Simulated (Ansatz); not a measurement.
The starting structures come from a database of crystals and need not be the phases stable at ambient conditions.

By PBEsol, the system below comes out a metal.

The ballistic (Sharvin) conductance counts the channels at the Fermi level: G/A = (e²/h) × channels of both spins per area.

```
CELL_PARAMETERS angstrom
      5.53920     0.00000     0.00000
      0.00000     7.23554     0.00000
      0.00000     3.61777     2.08872
ATOMIC_POSITIONS crystal
  Sb 0.25000 0.33333 0.00000
  Sb 0.75000 0.66667 0.00000
  Pt 0.50000 0.00000 0.00000
  Pt 0.00000 0.00000 0.00000
```

Space group of this cell: P6_3/mmc, NiAs type. The cell is taken as given; by PBEsol its mean pressure is -2.3 GPa.

The current flows along the normal of the first two printed cell vectors, the (110) plane of the conventional cell. No spin-orbit coupling; the value is a mean over 0.1 eV about the Fermi level.

**Question.** State the ballistic conductance per area according to PBEsol in Ansatz (a program for electronic structure).

**Answer.** 0.73 × 10¹⁵ S/m² for both spins.
